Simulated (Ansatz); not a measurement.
System: Li3OBr (Pm-3m, No. 221, 5 atoms in the cell; start mp-28593). Method: G0W0@PBEsol (Ansatz, a program for electronic structure, plane waves, hard PAW, contour deformation, complete-basis limit).

Numerical settings: largest k mesh 8×8×8 (not extrapolated in the mesh).

Cell (relaxed with PBEsol):

```
Li3BrO
1.0
    3.93741     0.00000     0.00000
    0.00000     3.93741     0.00000
    0.00000     0.00000     3.93741
Li Br O
3 1 1
Direct
  0.50000   0.00000   0.00000
  0.00000   0.50000   0.00000
  0.00000   0.00000   0.50000
  0.50000   0.50000   0.50000
  0.00000   0.00000   0.00000
```

Task: Estimate the band gap that the calculation returns.

Result: 
band gap: 6.73 eV (direct)

Note: the gap holds a correction of +0.49 eV to the complete basis.

Spin–orbit coupling is not included.

Static lattice: no zero-point or thermal effects.

Computing time: about 4 core-hours (a rough figure).

A start named mp-… is a Materials Project structure, which need not be a measured phase.
